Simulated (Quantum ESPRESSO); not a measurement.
Quantum ESPRESSO run on MgTl (P4mm, 2 atoms in the cell): self-consistent single point.

Computed with LDA (PZ), GBRV 1.5 ultrasoft (LDA) pseudopotentials (plane waves; Quantum ESPRESSO).

```yaml
crystal:
  lattice:
    - [3.61961, 0.00000, 0.00000]
    - [0.00000, 3.61961, 0.00000]
    - [0.00000, 0.00000, 3.61961]
  atoms:
    - { symbol: Mg, position: [0.00000, 0.00000, 0.01381] }
    - { symbol: Tl, position: [0.50000, 0.50000, 0.50000] }
```

Reference input (self-consistent single point, DFT, LDA (PZ), plane waves, GBRV 1.5 ultrasoft (LDA) pseudopotentials): ecutwfc = 40 Ry; ecutrho = 200 Ry; occupations = smearing; smearing = gaussian; degauss = 0.0073499 Ry; potentials = {Mg: mg_lda_v1.4.uspp.F.UPF, Tl: tl_lda_v1.2.uspp.F.UPF}; K_POINTS = automatic 7 7 7 0 0 0; conv_thr = 1e-10 Ry. This run's input differs from it in these lines:

```diff
@@ -30,3 +30,3 @@
 K_POINTS automatic
-7 7 7  0 0 0
+6 6 6  1 1 1
```

Log, with long lists cut:

```
     Self-consistent Calculation

     iteration #  1     ecut=    40.00 Ry     beta= 0.70

     Threshold (ethr) on eigenvalues was too large:
     Diagonalizing with lowered threshold

     negative rho (up, down):  4.966E-02 0.000E+00

     total energy              =    -269.91433863 Ry
     estimated scf accuracy    <       0.09745083 Ry

     iteration #  2     ecut=    40.00 Ry     beta= 0.70

     negative rho (up, down):  5.071E-02 0.000E+00

     total energy              =    -269.93928678 Ry
     estimated scf accuracy    <       0.00769750 Ry

     iteration #  3     ecut=    40.00 Ry     beta= 0.70

     negative rho (up, down):  5.110E-02 0.000E+00

     total energy              =    -269.94046243 Ry
     estimated scf accuracy    <       0.00027137 Ry

   [... 4 blocks of this kind left out ...]

     iteration #  8     ecut=    40.00 Ry     beta= 0.70

     negative rho (up, down):  5.128E-02 0.000E+00

     total energy              =    -269.94051475 Ry
     estimated scf accuracy    <          1.2E-10 Ry

     iteration #  9     ecut=    40.00 Ry     beta= 0.70

     negative rho (up, down):  5.128E-02 0.000E+00
     End of self-consistent calculation

     the Fermi energy is     9.3079 ev

!    total energy              =    -269.94051475 Ry
     estimated scf accuracy    <          1.8E-12 Ry
     smearing contrib. (-TS)   =      -0.00080923 Ry
     internal energy E=F+TS    =    -269.93970552 Ry

     convergence has been achieved in   9 iterations

     negative rho (up, down):  5.128E-02 0.000E+00

     Forces acting on atoms (cartesian axes, Ry/au):

     atom    1 type  1   force =     0.00000000    0.00000000   -0.00295775
     atom    2 type  2   force =     0.00000000    0.00000000    0.00295775

     Total force =     0.004183     Total SCF correction =     0.000001

     negative rho (up, down):  5.128E-02 0.000E+00
          total   stress  (Ry/bohr**3)                   (kbar)     P=      -32.42
  -0.00021892   0.00000000   0.00000000          -32.20        0.00        0.00
   0.00000000  -0.00021892   0.00000000            0.00      -32.20        0.00
   0.00000000   0.00000000  -0.00022330            0.00        0.00      -32.85

   JOB DONE.
```

The run converged in 9 iterations. Against the reference run the free energy rises by 12.2 meV/atom, the pressure goes from -3.42 to -3.24 GPa and the largest force moves little (0.074 to 0.076 eV/Å).

The starting cell comes from a database of computed structures (which also holds hypothetical and non-ambient phases and stackings), without a prior relaxation at this level. Its lattice was rescaled by up to half a per cent. One atom was moved a little off its site on purpose.
